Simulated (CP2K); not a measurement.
Band structure of Rb (Im-3m, 1 atom in the cell).

```
CELL_PARAMETERS angstrom
      4.89304     0.00000     0.00000
     -1.63102     4.61321     0.00000
     -1.63102    -2.30660     3.99515
ATOMIC_POSITIONS crystal
  Rb 0.00000 0.00000 0.00000
```

Level of theory: PBE, GPW, TZVP-MOLOPT-SR-GTH basis, GTH-PBE potentials (GTH_POTENTIALS) (CP2K).

Settings: CUTOFF = 500 Ry; REL_CUTOFF = 50 Ry; SMEAR/METHOD = FERMI_DIRAC; ELECTRONIC_TEMPERATURE = 580.23 K; KPOINTS/SCHEME = MONKHORST-PACK 11 11 11; XC_FUNCTIONAL = PBE; Rb/BASIS_SET = TZVP-MOLOPT-SR-GTH-q9; Rb/POTENTIAL = GTH-PBE-q9; METHOD = GPW; EPS_DEFAULT = 1e-10; EXTRAPOLATION = USE_GUESS; NGRIDS = 5; SCF_GUESS = ATOMIC; EPS_SCF = 1e-06.

The starting cell has typed, rounded lattice constants, without a prior relaxation at this level. Values carry the incompleteness of an atom-centred basis.

Levels in eV from the Fermi level, bands 1 to 6:
| point | 1 | 2 | 3 | 4 | 5 | 6 |
|---|---|---|---|---|---|---|
| Γ | -29.11 | -13.06 | -13.06 | -13.06 | -2.05 | 4.28 |
| H | -29.11 | -13.13 | -13.13 | -13.13 | 2.22 | 2.22 |
| N | -29.11 | -13.16 | -13.09 | -13.06 | 0.25 | 0.80 |
| P | -29.11 | -13.11 | -13.11 | -13.11 | 1.44 | 1.44 |

Bands cross the Fermi level along this path, so the cell is metallic at this level.

Higher empty bands are left out: an atom-centred basis made for the valence describes them poorly.
